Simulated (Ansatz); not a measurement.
# A computed series for BN: response to strain

The reference is BN in the h-BN type structure (space group P6_3/mmc, No. 194; a = 2.5006 Å, c = 6.5258 Å; layered, stacked along the Cartesian z axis). Axes: x lies along a and z along c of the hexagonal cell.

Strains are applied to the cell and any free atomic positions relax; under biaxial strain the out-of-plane vector relaxes too.

The values are results of r2SCAN+rVV10 (Ansatz, a program for electronic structure, PAW, no spin-orbit coupling), not measurements.

Candidates:
(a) uniaxial strain ε_xx = −0.92 %
(b) isotropic strain +3.98 %
(c) biaxial strain −3.02 %, plane normal [001], relaxed out of plane

For the base:

Smallest direct gap: 5.18 eV

Task: Order them by smallest direct gap, lowest first.

Result: (b) isotropic strain +3.98 % (4.98 eV), (a) uniaxial strain ε_xx = −0.92 % (5.21 eV), (c) biaxial strain −3.02 %, plane normal [001], relaxed out of plane (5.43 eV)

Whether these cells are dynamically stable was not tested.
